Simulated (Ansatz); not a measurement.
Functionals compared on the (0001) surface of wurtzite ZnO, Zn-terminated, 2x2 Zn vacancy (bottom of the slab: 2 H on 4 bottom sites), in Ansatz (plane waves, PAW). The structure was relaxed with PBE; the other rows are single points on it. Cutoff 420 eV (500 eV for r2SCAN).

Set-up: 41 atoms, 12.3 Å thick at the start with caps and adatoms (thin: gaps and levels are the slab's own); mesh 4x4x1; 0.025 eV smearing; dipole correction on; 8 atoms held, the rest relaxed; start symmetry kept, larger cells not searched; no spin, no spin-orbit, no U. It is one candidate, not shown to be the stable structure of the face. These notes are the PBE run's.

| functional | gap of the slab on its k-mesh (eV) | highest filled level below the top vacuum level (eV) | rough cost of the single point |
|---|---|---|---|
| PBE | 0.55 | 4.79 | – |
| r2SCAN | 0.92 | 4.97 | around 10 core-minutes (rough) |

Ansatz is a first-principles code.
